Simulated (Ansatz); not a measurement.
Levels about the gap of amorphous Ga$_{24}$O$_{37}$Be (62 atoms in a cell of 764 Å³, 4.94 g/cm³; zone centre alone, so wide bands show as single levels with stretches between that a denser mesh fills), at the geometry that PBE relaxed, where it gives 3.4 GPa on a denser mesh. The participation number counts the atoms over which a state spreads; weights are charges in smoothed Voronoi cells. The levels come from a single point, so bond lengths are those of that geometry. Method of the levels: PBE, scalar-relativistic without spin-orbit coupling (Ansatz, an electronic-structure program). Sampling: the zone centre alone; Fermi-Dirac width 0.02 eV; no spin polarisation. At PBE the levels at the filled edge of the gap are localised (band-tail or defect states).

A CHGNet melt-quench gave the starting glass, which DFT then relaxed. O atoms were pushed apart under 1.9 Å during the dynamics, to hinder bonds among them. The hot cell started wider than the set density and was brought back towards it in steps. It is the lowest in DFT energy of 2 quenches. It is a model cell: composition and starting density were chosen by hand, and all elements were melted together. No dispersion term was used. Its density started from a set value of 4.95 and ended at 4.94 g/cm³. The simulated quench (nominally 220 K/ps over its main leg) is rapid and tends to freeze in more defects than a deposited or slowly cooled glass has. One small periodic cell is one sample of the glass; other quenches scatter about these values. The volume was held where the preparation left it and the shape relaxed, at a PBE pressure of 3.4 GPa. Stress components on the final sampling reach 3.6 GPa.

```json
[
 {"E - E(highest filled), eV": "-0.35", "filling": "filled", "participation number": "11.2", "largest on": "O, 2 neighbours", "weight O": "0.92", "weight Ga": "0.08", "weight Be": "0.00"},
 {"E - E(highest filled), eV": "-0.34", "filling": "filled", "participation number": "17.3", "largest on": "O, 3 neighbours", "weight O": "0.93", "weight Ga": "0.07", "weight Be": "0.00"},
 {"E - E(highest filled), eV": "-0.28", "filling": "filled", "participation number": "12.2", "largest on": "O, 3 neighbours", "weight O": "0.94", "weight Ga": "0.06", "weight Be": "0.00"},
 {"E - E(highest filled), eV": "-0.23", "filling": "filled", "participation number": "13.8", "largest on": "O, 2 neighbours", "weight O": "0.95", "weight Ga": "0.05", "weight Be": "0.00"},
 {"E - E(highest filled), eV": "-0.20", "filling": "filled", "participation number": "16.3", "largest on": "O, 2 neighbours", "weight O": "0.95", "weight Ga": "0.05", "weight Be": "0.00"},
 {"E - E(highest filled), eV": "-0.10", "filling": "filled", "participation number": "8.5", "largest on": "O, 2 neighbours", "weight O": "0.95", "weight Ga": "0.05", "weight Be": "0.00"},
 {"E - E(highest filled), eV": "0.00", "filling": "filled", "participation number": "4.7", "largest on": "O, 2 neighbours", "weight O": "0.95", "weight Ga": "0.05", "weight Be": "0.00"},
 {"E - E(highest filled), eV": "1.92", "filling": "empty", "participation number": "57.6", "largest on": "Ga, 5 neighbours", "weight O": "0.54", "weight Ga": "0.45", "weight Be": "0.01"},
 {"E - E(highest filled), eV": "4.13", "filling": "empty", "participation number": "28.8", "largest on": "Ga, 5 neighbours", "weight O": "0.55", "weight Ga": "0.44", "weight Be": "0.01"},
 {"E - E(highest filled), eV": "4.53", "filling": "empty", "participation number": "38.0", "largest on": "Ga, 4 neighbours", "weight O": "0.56", "weight Ga": "0.44", "weight Be": "0.00"},
 {"E - E(highest filled), eV": "4.61", "filling": "empty", "participation number": "35.9", "largest on": "Ga, 4 neighbours", "weight O": "0.57", "weight Ga": "0.43", "weight Be": "0.00"},
 {"E - E(highest filled), eV": "4.73", "filling": "empty", "participation number": "39.6", "largest on": "Ga, 5 neighbours", "weight O": "0.58", "weight Ga": "0.41", "weight Be": "0.00"},
 {"E - E(highest filled), eV": "4.87", "filling": "empty", "participation number": "37.1", "largest on": "Ga, 4 neighbours", "weight O": "0.58", "weight Ga": "0.42", "weight Be": "0.01"},
 {"E - E(highest filled), eV": "5.10", "filling": "empty", "participation number": "31.1", "largest on": "Ga, 5 neighbours", "weight O": "0.57", "weight Ga": "0.42", "weight Be": "0.01"}
]
```

Most localised among these is the filled level at +0.00 eV, on a O atom, which has 2 neighbours (Ga 1.76 Å, Ga 1.86 Å).
